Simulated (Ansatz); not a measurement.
Here is the system:

End structure of a constructed model of the (0001) surface of hcp Ti, a pseudomorphic layer of Al in the host's stacking (bottom of the slab: a bare face, its two planes held):

```
CELL_PARAMETERS angstrom
      2.93864     0.00000     0.00000
     -1.46932     2.54493     0.00000
      0.00000     0.00000    30.50000
ATOMIC_POSITIONS crystal
  Ti 0.66667 0.33333 0.27020
  Ti 0.33333 0.66667 0.34646
  Ti 0.66667 0.33333 0.42371
  Ti 0.33333 0.66667 0.49960
  Ti 0.66667 0.33333 0.57718
  Ti 0.33333 0.66667 0.65138
  Al 0.66667 0.33333 0.72704
```

Model: 7-atom slab, 14.0 Å thick at the start, 15x15x1 mesh, Fermi-Dirac 0.1 eV, dipole correction, 2 atoms held, the rest relaxed; start symmetry kept, larger cells not searched; no spin, no spin-orbit, no U. In PBE it lies 0.02 eV a 1x1 cell over the lowest computed structure of the same composition (a pseudomorphic layer of Al in the other hollow).

Question: What is the computed work function of the top face (PBE (Ansatz, a program for electronic structure))?

Answer: 4.45 eV
